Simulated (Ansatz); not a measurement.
We consider fluorite PbF₂ (high-temperature phase), described by PBE (Ansatz, a program for electronic structure, PAW).

Settings: plane-wave cutoff 520 eV, 10×10×10 k mesh, Fermi–Dirac smearing 0.01 eV, scalar-relativistic PAW data made under PBE.

Computed at the level's own relaxed cell.

Q: What does this level give for the band gap, Γ–Γ gap, pressure derivative B′ of the bulk modulus and lattice parameter a?

A: 
band gap: 4.42 eV
Γ–Γ gap: 8.49 eV
pressure derivative B′ of the bulk modulus: 4.8
lattice parameter a: 6.001 Å

Measured, for comparison: lattice constant a 5.94 Å (temperature not stated, not corrected to a static lattice; as tabulated in Cadelano and Cappellini (2011), arXiv:1107.5962). Computed (rounded) less measured: lattice constant a +1.0 %.

Spin–orbit coupling is not included; with these elements it can move the gap by several tenths of an eV or more.

Static lattice: no zero-point or thermal effects.
